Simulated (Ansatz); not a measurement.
Start from HfC in the rock salt structure (space group Fm-3m, No. 225; a = 4.651 Å; relaxed with 0.1 eV smearing).

Computed with Ansatz (a quantum-chemistry and plane-wave program), PBE, PAW, cutoff 420 eV, spin-orbit coupling left out.

Before the change:

| Item | Result |
|---|---|
| Pressure | 0.0 GPa |
| Band gap | zero |

The change: the cell is scaled by 0.9950 in all directions; the atoms relax in the strained cell.

### Question
Predict the new pressure, energy relative to the base and band gap.

### Answer
The pressure goes from zero to 3.6 GPa; the energy grows by 2.1 meV/atom; the band gap remains zero.

Stability against distortions was not tested. The final runs are not spin-polarised.
